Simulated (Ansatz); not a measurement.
**PbF$_{2}$ in the fluorite structure (space group Fm-3m, No. 225)**

Space group Fm-3m (No. 225); a = b = c = 5.899 Å, α = β = γ = 90.00°

```csv
atom,site,symmetry,x,y,z
Pb,4a,m-3m,0.0000,0.0000,0.0000
F,8c,-43m,0.2500,0.2500,0.2500
```
(The calculation used a cell of 3 atoms; values per cell refer to that cell.)

The values are results of Ansatz (a quantum-chemistry and plane-wave program) PBEsol, spin-orbit coupling left out, not measurements. k-mesh 10×10×10 (Γ-centred); smearing 0.05 eV (Fermi–Dirac).

| Property | Value |
|---|---|
| Volume per atom | 17.10 Å³ |
| Density | 7.94 g/cm³ |
| Band gap | 4.31 eV, indirect, W → X |
| Lowest conduction-band minima above the VBM | X along ⟨100⟩ 4.31 eV; L along ⟨111⟩ 4.93 eV; a point along ⟨110⟩, about 0.6 Å⁻¹ from Γ 5.30 eV |
| Total energy | -4452.412 eV/atom (σ→0; compares only within this code and set-up) |

Spin-orbit coupling, missing from the scalar runs, can matter with Pb. No phonon test of stability was made.
